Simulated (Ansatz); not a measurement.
A computed series for FeCo: pressure series

Consider FeCo in the CsCl type structure (space group Pm-3m, No. 221; a = 2.8003 Å; ferromagnetic).

Cell and atoms are relaxed at each pressure.

Level of theory: plane-wave PAW DFT at the PBEsol level (Ansatz, an electronic-structure program, 420 eV), spin-orbit coupling left out.

Notes on the quantities. enthalpy: H = E + PV relative to the base's energy.

```tsv
variant	shortest interatomic distance	enthalpy
base	2.425 Å	–
pressure −2 GPa	2.433 Å	-0.14 eV/atom
pressure −1 GPa	2.429 Å	-0.07 eV/atom
pressure 0.9 GPa	2.422 Å	+0.06 eV/atom
pressure 2.1 GPa	2.418 Å	+0.14 eV/atom
pressure 4.5 GPa	2.409 Å	+0.31 eV/atom
pressure 9 GPa	2.395 Å	+0.61 eV/atom
pressure 15 GPa	2.377 Å	+1.00 eV/atom
pressure 22.5 GPa	2.358 Å	+1.47 eV/atom
pressure 30 GPa	2.341 Å	+1.94 eV/atom
```

Other magnetic orders, which the real material may have, were not ruled out. Load acts through the strain it causes; cell and atoms are relaxed under it. Whether these cells are dynamically stable was not tested. Competing high-pressure phases were not computed.
